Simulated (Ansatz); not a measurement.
The reference is PtSe2 in the CdI2 type structure (space group P-3m1, No. 164; a = 3.7722 Å, c = 4.8212 Å; layered; relaxed with 0.1 eV smearing). Axes: x lies along a and z along c of the hexagonal cell.

Method: PBE-D3(BJ)/PAW in Ansatz (a program for electronic structure), no spin-orbit coupling.

Perturbation: the cell is compressed by 2.00 % along z with no lateral relaxation, atoms relaxed at fixed cell.

**Question.** Predict the new energy relative to the base.

**Answer.** The energy rises by 1.7 meV/atom.

**Question.** How does this affect the largest internal atomic displacement?

**Answer.** The largest internal atomic displacement amounts to 0.018 Å.

**Question.** What happens to the stress?

**Answer.** The stress (xx, yy, zz, yz, xz, xy; compression positive) is (0.9, 0.9, 1.4, 0.0, 0.0, 0.0) GPa.

The cells carry an imposed strain or load. Stability against distortions was not tested. The final runs are not spin-polarised.
